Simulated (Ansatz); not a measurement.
SiC (F-43m), r2SCAN with spin-orbit coupling, rigid bands in Ansatz (a program for electronic structure): N_c = 1.45e19 cm⁻³ at 300 K and an electron conductivity mass of 0.296 mₑ.

Task: For 1e16 electrons per cm³ at 300 K, place the Fermi level, estimate the Seebeck coefficient of a parabolic band with constant τ, and give mobility and conductivity for τ = 20 fs.

Result: The level lies k_BT ln(N_c/n) = 0.188 eV below the conduction-band minimum. S ≈ −(k_B/e)[ln(N_c/n) + 5/2] = -843 μV/K, against -838 μV/K from the full bands (mean over directions). μ = eτ/m = 119 cm²/(V·s) and σ = neμ = 0.190 S/cm. τ is assumed, not computed.

Band transport and this doping are assumed; polarons and phonon drag are left out.
